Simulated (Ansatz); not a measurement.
An Ansatz (an electronic-structure program) input (Ansatz PBEsol-D3(BJ), no spin-orbit coupling):

Ansatz 0.2 input:
```yaml
crystal:
  lattice:
    - [3.2111092283, 0, 0]
    - [-1.6055546142, 2.780902166, 0]
    - [0, 0, 12.3366085522]
  atoms:
    - { symbol: W, position: [0.6666666667, 0.3333333333, 0.75] }
    - { symbol: W, position: [0.3333333333, 0.6666666667, 0.25] }
    - { symbol: Se, position: [0.6666666667, 0.3333333333, 0.3854472199] }
    - { symbol: Se, position: [0.3333333333, 0.6666666667, 0.8854472199] }
    - { symbol: Se, position: [0.3333333333, 0.6666666667, 0.6145527801] }
    - { symbol: Se, position: [0.6666666667, 0.3333333333, 0.1145527801] }
basis: { ecutwfc: 420, ecutrho_ratio: 4, xc_grid: 2, fft_grid_basis: typed }
kpoints: { mp_grid: { grid: [12, 12, 3] } }
hamiltonian:
  xc: pbesol
  dispersion: d3bj
  pseudopotentials: { kind: paw }
scf: { occupations: { method: fermi_dirac, width: 0.05 }, convergence: { dr2_threshold: 0.0000000006 } }
relax: { f_tol: 0.005, max_steps: 50 }
output: { forces: true, stress: true }
checkpoint: { write: state.ck, write_every: 1000 }
```

Q: Which symmetry and how many k-points will the program report, and about how many plane waves at Γ?

A: Space group P63/mmc (ITA 194) with 24 operations, k-points 38 of 432, and 2201 plane waves at Γ.

Q: And the final pressure?

A: 1.52 GPa (compression positive).

The cells carry an imposed strain or load. No phonon test of stability was made. The cell was made from WSe2 (space group P6_3/mmc, No. 194; layered, stacked along the Cartesian z axis) by this change: isotropic strain −0.60 %.
